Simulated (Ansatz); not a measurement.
```
HfO2
1.0
    0.00000     2.51199     2.51199
    2.51199     0.00000     2.51199
    2.51199     2.51199     0.00000
Hf O
1 2
Cartesian
  0.00000   0.00000   0.00000
  1.25600   1.25600   1.25600
  3.76799   3.76799   3.76799
```

No spin polarisation.

All numbers come from r2SCAN (Ansatz, an electronic-structure program; PAW; 500 eV plane waves; scalar-relativistic without spin-orbit coupling), earlier PAW set. k-mesh 11×11×11 (Γ-centred); smearing 0.05 eV (Fermi–Dirac).

### Question
Predict the electron mass, gap character, band gap and pressure.

### Answer
Electron mass: 1.1 mₑ along k, 0.75 mₑ across (at X)
Gap character: direct at X
Band gap: 4.36 eV
Pressure: 5.88 GPa

Spin-orbit coupling, missing from the scalar runs, can matter with Hf. The cells carry an imposed strain or load. Masses are band curvatures over ±0.01 Å⁻¹ around the edge. Along k means along the line from Γ to the band edge. Whether these cells are dynamically stable was not tested. The cell was made from HfO₂ in the fluorite structure (space group Fm-3m, No. 225) by this change: isotropic strain −0.69 %. This is not the structure that HfO2 has at room temperature and ambient pressure.
